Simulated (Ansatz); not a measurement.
Levels about the gap of amorphous silicon oxynitride (Si₃₀O₁₂N₃₂) (74 atoms in a cell of 940 Å³, 2.62 g/cm³; zone centre alone, so wide bands show as single levels with stretches between that a denser mesh fills), at the geometry that PBE relaxed, where it gives 0.0 GPa on a denser mesh. The participation number counts the atoms over which a state spreads; weights are charges in smoothed Voronoi cells. The levels come from a single point, so bond lengths are those of that geometry. Method of the levels: PBE, scalar-relativistic without spin-orbit coupling (Ansatz, a first-principles code). Sampling: the zone centre alone; Fermi-Dirac width 0.02 eV; no spin polarisation. At PBE the levels at the filled edge of the gap are localised (band-tail or defect states), and the nearest spread-out levels lie 3.1 eV apart at the zone centre.

Preparation: random packing, a CHGNet melt and quench, and a DFT relaxation. O and N atoms were pushed apart under 1.9 Å during the dynamics, to hinder bonds among them. The hot cell started wider than the set density and was brought back towards it in steps. It is the lowest in DFT energy of 2 quenches. It is a model cell: composition and starting density were chosen by hand, and all elements were melted together. No dispersion term was used. Its density started from a set value of 2.44 and ended at 2.62 g/cm³. The quench (nominally 150 K/ps over its main leg) was far faster than any real one, so the model tends to hold more defects than a real film. Values belong to this one cell and scatter from quench to quench. Volume and shape were free in the relaxation.

```json
[
 {"E - E(highest filled), eV": "-1.16", "filling": "filled", "participation number": "18.6", "largest on": "N, 2 neighbours", "weight N": "0.84", "weight Si": "0.11", "weight O": "0.06"},
 {"E - E(highest filled), eV": "-1.02", "filling": "filled", "participation number": "13.0", "largest on": "N, 2 neighbours", "weight N": "0.81", "weight Si": "0.13", "weight O": "0.05"},
 {"E - E(highest filled), eV": "-0.98", "filling": "filled", "participation number": "6.4", "largest on": "N, 3 neighbours", "weight N": "0.87", "weight Si": "0.10", "weight O": "0.03"},
 {"E - E(highest filled), eV": "-0.83", "filling": "filled", "participation number": "9.8", "largest on": "N, 3 neighbours", "weight N": "0.84", "weight Si": "0.11", "weight O": "0.05"},
 {"E - E(highest filled), eV": "-0.79", "filling": "filled", "participation number": "6.5", "largest on": "N, 2 neighbours", "weight N": "0.80", "weight Si": "0.11", "weight O": "0.10"},
 {"E - E(highest filled), eV": "-0.65", "filling": "filled", "participation number": "14.5", "largest on": "N, 2 neighbours", "weight N": "0.85", "weight Si": "0.11", "weight O": "0.05"},
 {"E - E(highest filled), eV": "0.00", "filling": "filled", "participation number": "4.0", "largest on": "N, 3 neighbours", "weight N": "0.85", "weight Si": "0.10", "weight O": "0.05"},
 {"E - E(highest filled), eV": "2.41", "filling": "empty", "participation number": "37.9", "largest on": "Si, 4 neighbours", "weight N": "0.42", "weight Si": "0.43", "weight O": "0.15"},
 {"E - E(highest filled), eV": "3.09", "filling": "empty", "participation number": "20.4", "largest on": "Si, 4 neighbours", "weight N": "0.41", "weight Si": "0.53", "weight O": "0.06"},
 {"E - E(highest filled), eV": "3.24", "filling": "empty", "participation number": "13.0", "largest on": "Si, 4 neighbours", "weight N": "0.35", "weight Si": "0.51", "weight O": "0.13"},
 {"E - E(highest filled), eV": "3.50", "filling": "empty", "participation number": "13.8", "largest on": "Si, 3 neighbours", "weight N": "0.41", "weight Si": "0.52", "weight O": "0.07"},
 {"E - E(highest filled), eV": "3.83", "filling": "empty", "participation number": "30.4", "largest on": "Si, 3 neighbours", "weight N": "0.38", "weight Si": "0.54", "weight O": "0.08"},
 {"E - E(highest filled), eV": "3.90", "filling": "empty", "participation number": "33.6", "largest on": "Si, 3 neighbours", "weight N": "0.40", "weight Si": "0.53", "weight O": "0.07"},
 {"E - E(highest filled), eV": "4.00", "filling": "empty", "participation number": "40.8", "largest on": "Si, 3 neighbours", "weight N": "0.40", "weight Si": "0.52", "weight O": "0.08"}
]
```

Most localised among these is the filled level at +0.00 eV, on a N atom, which has 3 neighbours (Si 1.66 Å, Si 1.68 Å, Si 1.86 Å).
